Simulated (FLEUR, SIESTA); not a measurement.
A FLEUR input for a self-consistent single point of BaHfO3 (Pm-3m, 5 atoms in the cell) (DFT, PBE, all-electron FLAPW (FLEUR), scalar-relativistic valence):

Input of the input generator:

```
scf BaHfO3
&input film=f /
4.0400130000 0.0000000000 0.0000000000
0.0000000000 4.0400130000 0.0000000000
0.0000000000 0.0000000000 4.0400130000
1.8897261246
1.0 1.0 1.0

5
56 0.0000000000 0.0000000000 0.0000000000
72 0.5000000000 0.5000000000 0.5000000000
8 0.5000000000 0.0000000000 0.5000000000
8 0.0000000000 0.5000000000 0.5000000000
8 0.5000000000 0.5000000000 0.0000000000

&comp jspins=1 /
&kpt div1=6 div2=6 div3=6 gamma=t /
&end /
```

```xml
<?xml version="1.0" encoding="UTF-8" standalone="no"?>
<fleurInput fleurInputVersion="0.39">
   <comment>
      scf BaHfO3                                                                                          
   </comment>
   <calculationSetup>
      <cutoffs Kmax="4.7" Gmax="16.4" GmaxXC="16.4" numbands="0"/>
      <scfLoop itmax="80" minDistance="0.00001" maxIterBroyd="40" imix="Anderson" alpha="0.05" precondParam="0.0" spinf="2.0"/>
      <coreElectrons ctail="T" frcor="F" kcrel="0" coretail_lmax="0"/>
      <xcFunctional name="pbe" relativisticCorrections="F"/>
      <magnetism jspins="1"/>
      <soc l_soc="F" theta="0.0" phi="0.0" spav="F"/>
      <expertModes spex="0" secvar="F"/>
      <geometryOptimization l_f="T" forcealpha="1.0" forcemix="BFGS" epsdisp="0.00001" epsforce="0.00001"/>
      <ldaU l_linMix="F" mixParam="0.05" spinf="1.0"/>
   </calculationSetup>
   <cell>
      <bzIntegration valenceElectrons="54.0" mode="hist" fermiSmearingEnergy="0.00073499">
         <kPointListSelection listName="default-1"/>
         <!-- k-points included here -->
         <xi:include xmlns:xi="http://www.w3.org/2001/XInclude" href="kpts.xml"> </xi:include>
      </bzIntegration>
      <!-- symmetry operations included here -->
      <xi:include xmlns:xi="http://www.w3.org/2001/XInclude" href="sym.xml"> </xi:include>
      <bulkLattice scale="1.0">
         <bravaisMatrix>
            <row-1>    7.6345181098236194     0.0000000000000000     0.0000000000000000</row-1>
            <row-2>    0.0000000000000000     7.6345181098236194     0.0000000000000000</row-2>
            <row-3>    0.0000000000000000     0.0000000000000000     7.6345181098236194</row-3>
         </bravaisMatrix>
      </bulkLattice>
   </cell>
   <atomSpecies>
      <species name="Barium (Ba)" element="Ba" atomicNumber="56">
         <mtSphere radius="2.63" gridPoints="925" logIncrement="0.014"/>
         <atomicCutoffs lmax="10" lnonsphr="8"/>
         <electronConfig flipSpins="F">
            <coreConfig>(1s1/2) (2s1/2) (2p1/2) (2p3/2) (3s1/2) (3p1/2) (3p3/2) (4s1/2) (3d3/2) (3d5/2) (4p1/2) (4p3/2) (4d3/2) (4d5/2)</coreConfig>
            <valenceConfig>(5s1/2) (5p1/2) (5p3/2) (6s1/2)</valenceConfig>
         </electronConfig>
         <energyParameters s="6" p="6" d="5" f="4"/>
         <lo type="SCLO" l="0" n="5" eDeriv="0"/>
         <lo type="SCLO" l="1" n="5" eDeriv="0"/>
      </species>
      <species name="Hafnium (Hf)" element="Hf" atomicNumber="72">
         <mtSphere radius="2.28" gridPoints="803" logIncrement="0.017"/>
         <atomicCutoffs lmax="10" lnonsphr="8"/>
         <electronConfig flipSpins="F">
            <coreConfig>(1s1/2) (2s1/2) (2p1/2) (2p3/2) (3s1/2) (3p1/2) (3p3/2) (4s1/2) (3d3/2) (3d5/2) (4p1/2) (4p3/2) (4d3/2) (4d5/2)</coreConfig>
            <valenceConfig>(5s1/2) (5p1/2) (5p3/2) (6s1/2) (4f5/2) (4f7/2) (5d3/2) (5d5/2)</valenceConfig>
            <stateOccupation state="(5d3/2)" spinUp="0.4" spinDown="0.4"/>
            <stateOccupation state="(5d5/2)" spinUp="0.6" spinDown="0.6"/>
         </electronConfig>
         <energyParameters s="6" p="6" d="5" f="5"/>
         <lo type="SCLO" l="0" n="5" eDeriv="0"/>
         <lo type="SCLO" l="1" n="5" eDeriv="0"/>
         <lo type="SCLO" l="3" n="4" eDeriv="0"/>
      </species>
      <species name="Oxygen (O)" element="O" atomicNumber="8">
         <mtSphere radius="1.28" gridPoints="453" logIncrement="0.023"/>
         <atomicCutoffs lmax="6" lnonsphr="4"/>
         <electronConfig flipSpins="F">
            <coreConfig>(1s1/2)</coreConfig>
            <valenceConfig>(2s1/2) (2p1/2) (2p3/2)</valenceConfig>
            <stateOccupation state="(2p1/2)" spinUp="0.6666666666667" spinDown="0.6666666666667"/>
            <stateOccupation state="(2p3/2)" spinUp="1.3333333333333" spinDown="1.3333333333333"/>
         </electronConfig>
         <energyParameters s="2" p="2" d="3" f="4"/>
      </species>
   </atomSpecies>
   <atomGroups>
      <atomGroup species="Barium (Ba)">
         <relPos label="                   1">.0000000000 .0000000000 .0000000000</relPos>
         <force calculate="T" relaxXYZ="TTT"/>
      </atomGroup>
      <atomGroup species="Hafnium (Hf)">
         <relPos label="                   2">1.000/2.000 1.000/2.000 1.000/2.000</relPos>
         <force calculate="T" relaxXYZ="TTT"/>
      </atomGroup>
      <atomGroup species="Oxygen (O)">
         <relPos label="                   3">1.000/2.000 .0000000000 1.000/2.000</relPos>
         <relPos label="                   4">.0000000000 1.000/2.000 1.000/2.000</relPos>
         <relPos label="                   5">1.000/2.000 1.000/2.000 .0000000000</relPos>
         <force calculate="T" relaxXYZ="TTT"/>
      </atomGroup>
   </atomGroups>
   <output dos="F" band="F" slice="F">
      <checks vchk="F" cdinf="F"/>
      <bandDOS minEnergy="-.5*Htr" maxEnergy="0.5*Htr" sigma="0.015" storeEVData="T"/>
      <vacuumDOS vacdos="F" integ="F" star="F" nstars="0" locx1="0.0" locy1="0.0" locx2="0.0" locy2="0.0" nstm="0" tworkf="0.0"/>
      <unfoldingBand unfoldBand="F" supercellX="1" supercellY="1" supercellZ="1"/>
      <plotting iplot="0" polar="F">
         <plot TwoD="T" vec1="  1.0  0.0  0.0" vec2="  0.0  1.0  0.0" vec3="  0.0  0.0  1.0" zero="  0.0  0.0  0.0" file="plot"/>
      </plotting>
      <chargeDensitySlicing numkpt="0" minEigenval="0.0" maxEigenval="0.0" nnne="0" pallst="F"/>
      <specialOutput eonly="F"/>
      <magneticCircularDichroism mcd="F" energyLo="-10.0" energyUp="0.0"/>
   </output>
  <!-- We include the file relax.xml here to enable relaxations (see documentation) -->
  <xi:include xmlns:xi="http://www.w3.org/2001/XInclude" href="relax.xml"> <xi:fallback/> </xi:include>
</fleurInput>
```

Question: Write the same calculation as an input for SIESTA.

Answer: This is the input that was run; spellings and numerical settings could be chosen otherwise.

```
# files in the folder: Ba.psml Hf.psml O.psml (PseudoDojo PBE standard)
SystemName  BaHfO3
SystemLabel siesta

NumberOfAtoms                5
NumberOfSpecies              3
%block ChemicalSpeciesLabel
  1 56 Ba
  2 72 Hf
  3 8 O
%endblock ChemicalSpeciesLabel
LatticeConstant              4.040013 Ang
%block LatticeVectors
     1.000000000    0.000000000    0.000000000
     0.000000000    1.000000000    0.000000000
     0.000000000    0.000000000    1.000000000
%endblock LatticeVectors
AtomicCoordinatesFormat      Fractional
%block AtomicCoordinatesAndAtomicSpecies
     0.000000000    0.000000000    0.000000000  1
     0.500000000    0.500000000    0.500000000  2
     0.500000000    0.000000000    0.500000000  3
     0.000000000    0.500000000    0.500000000  3
     0.500000000    0.500000000    0.000000000  3
%endblock AtomicCoordinatesAndAtomicSpecies

XC.functional                GGA
XC.authors                   PBE
PAO.BasisSize                DZP
PAO.EnergyShift              0.01 Ry
MeshCutoff                   400 Ry
%block kgrid.MonkhorstPack
    6   0   0  0.0
    0   6   0  0.0
    0   0   6  0.0
%endblock kgrid.MonkhorstPack
OccupationFunction           FD
ElectronicTemperature        20.0 meV

MaxSCFIterations             150
SCF.Mixer.Method             Pulay
SCF.Mixer.Weight             0.2
SCF.Mixer.History            6
SCF.DM.Tolerance             1.0E-04
Diag.ParallelOverK           true
WriteForces                  true
```

Basis settings and potentials, where a program has them, do not carry over. This input uses DFT, GGA PBE, numerical atomic orbitals DZP, PseudoDojo PBE standard norm-conserving potentials (rewritten from UPF to PSML). Both were run: gap on the mesh 3.788 eV in FLEUR and 3.793 in SIESTA.

On FLEUR: the starting cell has typed, rounded lattice constants, without a prior relaxation at this level. Its lattice was rescaled by a random factor within 2.5 % of one. For this run, on top of that: lattice scaled by 0.98. Spin-orbit coupling is off. Values depend on the basis (sphere radii, cutoffs, local orbitals), which need not be converged.

On SIESTA: the starting cell has typed, rounded lattice constants, without a prior relaxation at this level. Its lattice was rescaled by a random factor within 2.5 % of one. For this run, on top of that: lattice scaled by 0.98. Spin-orbit coupling is off. Values carry the incompleteness of an atom-centred basis. The basis of the alkali or alkaline-earth atoms may lack their empty d shell, which can raise the gap. With a pressure of about 26 GPa the cell is away from its equilibrium volume at this level.
